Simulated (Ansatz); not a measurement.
Start from TiC in the rock salt structure (space group Fm-3m, No. 225; a = 4.328 Å; relaxed with 0.1 eV smearing). Axes: x, y, z lie along the cube axes.

Structures relaxed with r2SCAN, PAW, 500 eV (Ansatz, a quantum-chemistry and plane-wave program; without spin-orbit coupling).

Base:

Simulated powder pattern, Mo Kα, λ = 0.71073 Å (kinematic, ideal powder, no thermal factors, no anomalous dispersion; the 8 strongest lines at most, above 2 %, up to 2θ = 40°):

| 2θ (°) | I/Imax (%) | hkl |
|---|---|---|
| 16.35 | 84 | (111) |
| 18.90 | 100 | (200) |
| 26.86 | 63 | (220) |
| 31.61 | 34 | (311) |
| 33.05 | 20 | (222) |
| 38.35 | 8.8 | (400) |

After one change:

Simulated powder pattern, Mo Kα, λ = 0.71073 Å (kinematic, ideal powder, no thermal factors, no anomalous dispersion; the 8 strongest lines at most, above 2 %, up to 2θ = 40°):

```csv
2θ (°),I/Imax (%)
16.64,100
18.90,83
19.88,36
26.86,26
27.57,48
31.76,28
32.98,12
33.64,24
```

### Question
Which change produced these results?
A) uniaxial strain ε_xx = −4.88 %
B) uniaxial strain ε_xx = +0.97 %
C) biaxial strain +4.44 %, plane normal [111], relaxed out of plane
D) strain tensor (xx, yy, zz, yz, xz, xy) = (+0.31, −1.45, −1.51, −1.98, −1.44, +0.38) %

### Answer
A, uniaxial strain ε_xx = −4.88 %. Its volume per atom is 9.64 Å³ against 10.13 Å³, and its space group is I4/mmm (No. 139).

No phonon test of stability was made. The final runs are not spin-polarised.
